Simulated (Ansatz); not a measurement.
Ansatz (a program for electronic structure) run on CaC2 (Cm, 6 atoms in the cell): self-consistent single point.

Level of theory: PBEsol, harder PAW files (source: ansatz) made with PBE (plane waves; Ansatz).

```
CELL_PARAMETERS angstrom
      3.58964    -1.92104     0.00000
      3.58964     1.92104     0.00000
     -2.17074     0.00000     7.11421
ATOMIC_POSITIONS crystal
  Ca 0.79953 0.79953 0.76054
  Ca 0.20259 0.20259 0.24649
  C  0.07922 0.07922 0.56431
  C  0.92078 0.92078 0.43569
  C  0.45186 0.45186 0.05825
  C  0.54814 0.54814 0.94175
```

Reference input (self-consistent single point, DFT, PBEsol, plane waves, default PAW files made with PBE): basis.ecutwfc = 420 eV; kpoints.mp_grid.grid = 6 6 3; hamiltonian.xc = pbesol; hamiltonian.pseudopotentials = {kind: paw} (the program's default PAW files); scf.occupations.method = fixed. This run's input differs from it in these lines:

Ansatz 0.2 input:
```diff
@@ -13,3 +13,3 @@
 basis:
-  ecutwfc: 420.0 eV
+  ecutwfc: 985.0 eV
 kpoints:
@@ -21,2 +21,3 @@
     kind: paw
+    source: ansatz
 scf:
```

Output, abridged:

```
SCF iter   1: F=—  HF=-4575.947233 eV  |F-HF|=—  |Δ(HF+E_count)|=         —  Δρ=8.26e-2  dr2=5.70e0  ethr=3.10e-3  ⟨swp⟩=4.9  Hψ=3700  notcnv=0  defer=121
all-band conjugate gradients solve this SCF's bands
preconditioner: auto → Resta (q_TF=auto, 2.308 Å⁻¹)
SCF iter   2: F=—  HF=-4574.095884 eV  |F-HF|=—  |Δ(HF+E_count)|=    1.85e0  Δρ=3.63e-2  dr2=9.49e-1  ethr=3.10e-3  ⟨swp⟩=3.3  Hψ=1721  notcnv=0  defer=122
   [... lines left out ...]
SCF iter   7: F=—  HF=-4573.774964 eV  |F-HF|=—  |Δ(HF+E_count)|=   8.10e-5  Δρ=1.95e-4  dr2=5.93e-5  ethr=4.00e-7  ⟨swp⟩=2.0  Hψ=1093  notcnv=0  defer=135
SCF iter   8: F=—  HF=-4573.774900 eV  |F-HF|=—  |Δ(HF+E_count)|=   6.43e-5  Δρ=3.65e-5  dr2=1.43e-6  ethr=1.65e-7  ⟨swp⟩=2.0  Hψ=1149  notcnv=0  defer=107
SCF iter   9: F=—  HF=-4573.774900 eV  |F-HF|=—  |Δ(HF+E_count)|=   5.85e-7  Δρ=1.58e-5  dr2=1.89e-7  ethr=3.96e-9  ⟨swp⟩=2.0  Hψ=1103  notcnv=0  defer=107
SCF iter  10: F=-4573.774901 eV  HF=-4573.774901 eV  |F-HF|=1.81e-9  |Δ(HF+E_count)|=   2.52e-7  Δρ=5.11e-6  dr2=1.77e-8  ethr=2.78e-10  ⟨swp⟩=16.3  Hψ=6255  notcnv=0
SCF 1 converged in 10 iterations: F = -4573.774901 eV  dr2 = 1.77e-8
Free energy (F): -4573.774901 eV
Internal energy: -4573.774901 eV  (E = F + TS)
E sigma→0 (E₀):  -4573.774901 eV
Fermi energy:    4.088991 eV
--- Forces (eV/Å), atoms counted from 1 ---
  atom   1  Ca    -0.03213365     0.00000000    -0.33218944
  atom   2  Ca     0.05690542     0.00000000     0.16781190
  atom   3  C      0.21016794     0.00000000     0.35345905
  atom   4  C     -0.21300909     0.00000000    -0.27573749
  atom   5  C     -0.22810321     0.00000000     0.18058832
  atom   6  C      0.20621773     0.00000000    -0.09389847
--- Stress (GPa, compression-positive) ---
       -1.908598       0.000000       0.146435
        0.000000      -2.483877       0.000000
        0.146435       0.000000      -1.907124
  P = ⅓ Tr σ = -2.0999 GPa (-20.999 kbar)
  The stress holds the Pulay correction. Without it, at fixed plane waves, as pw.x and ABINIT print it: P = -2.1092 GPa
```

The run converged in 10 iterations. Against the reference run the pressure hardly changes (-2.11 to -2.10 GPa), the largest force goes from 0.401 to 0.411 eV/Å and the gap on the mesh moves little (2.326 to 2.324 eV).

The starting cell comes from a database of computed structures (which also holds hypothetical and non-ambient phases and stackings), without a prior relaxation at this level. Its lattice was rescaled by up to half a per cent. One atom was moved a little off its site on purpose. Ansatz's pressure includes its estimate of the finite-basis (Pulay) stress.
